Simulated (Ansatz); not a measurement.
GaSb: response to strain

Take GaSb in the zinc blende structure (space group F-43m, No. 216; a = 6.049 Å) as the base. Axes: x, y, z lie along the cube axes.

Strains are applied to the cell and any free atomic positions relax.

Computed with LDA (Ansatz, a program for electronic structure; PAW; 420 eV plane waves; without spin-orbit coupling).

Notes on the quantities. energy relative to the base: free energy F; pressure: mean of the normal stresses, compression positive; band gap: uncertain: the Fermi level lies in a band; the base alone.

```json
[
 {"change": "base", "energy relative to the base": "0 meV/atom", "pressure": "0.00 GPa", "band gap": "0.07 eV", "shortest interatomic distance": "2.619 Å"},
 {"change": "uniaxial strain ε_zz = −3.00 %", "energy relative to the base": "+6.9 meV/atom", "pressure": "1.81 GPa", "band gap": "0.16 eV", "shortest interatomic distance": "2.593 Å"},
 {"change": "uniaxial strain ε_zz = −2.50 %", "energy relative to the base": "+4.8 meV/atom", "pressure": "1.49 GPa", "band gap": "0.15 eV", "shortest interatomic distance": "2.598 Å"},
 {"change": "uniaxial strain ε_zz = −2.00 %", "energy relative to the base": "+3.1 meV/atom", "pressure": "1.17 GPa", "band gap": "0.13 eV", "shortest interatomic distance": "2.602 Å"},
 {"change": "uniaxial strain ε_zz = −1.50 %", "energy relative to the base": "+1.7 meV/atom", "pressure": "0.87 GPa", "band gap": "0.11 eV", "shortest interatomic distance": "2.606 Å"},
 {"change": "uniaxial strain ε_zz = +0.50 %", "energy relative to the base": "+0.2 meV/atom", "pressure": "-0.3 GPa", "band gap": "zero", "shortest interatomic distance": "2.624 Å"},
 {"change": "uniaxial strain ε_zz = +1.00 %", "energy relative to the base": "+0.7 meV/atom", "pressure": "-0.5 GPa", "band gap": "zero", "shortest interatomic distance": "2.628 Å"},
 {"change": "uniaxial strain ε_zz = +2.00 %", "energy relative to the base": "+2.9 meV/atom", "pressure": "-1.0 GPa", "band gap": "zero", "shortest interatomic distance": "2.637 Å"},
 {"change": "uniaxial strain ε_zz = +2.50 %", "energy relative to the base": "+4.5 meV/atom", "pressure": "-1.3 GPa", "band gap": "zero", "shortest interatomic distance": "2.641 Å"},
 {"change": "uniaxial strain ε_zz = +3.00 %", "energy relative to the base": "+6.5 meV/atom", "pressure": "-1.5 GPa", "band gap": "zero", "shortest interatomic distance": "2.646 Å"}
]
```

With Sb present, leaving out spin-orbit coupling can change the band edges. No phonon test of stability was made. All final runs are without spin polarisation. Gaps under 0.05 eV, about the width of the smearing, are given as zero. A zero or small gap of GaSb can be the functional's error rather than a property of the material.
